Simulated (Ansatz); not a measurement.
By PBEsol, the system below comes out a metal.

A figure of merit of an interconnect metal is its ballistic conductance per area.

```
IrO2
1.0
    4.50531     0.00000     0.00000
    0.00000     4.50531     0.00000
    0.00000     0.00000     3.17671
Ir O
2 4
Direct
  0.50000   0.50000   0.50000
  0.00000   0.00000   0.00000
  0.30866   0.30866   0.00000
  0.69134   0.69134   0.00000
  0.19134   0.80866   0.50000
  0.80866   0.19134   0.50000
```

The cell is taken as given; by PBEsol it stands under a pressure of -6.5 GPa.

The current flows along the normal of the first two printed cell vectors, the (001) plane of the conventional cell. No spin-orbit coupling; the value is a mean over 0.1 eV about the Fermi level.

Estimate the ballistic conductance per area that PBEsol (Ansatz, a program for electronic structure) returns for this system.

0.52 × 10¹⁵ S/m² for both spins.
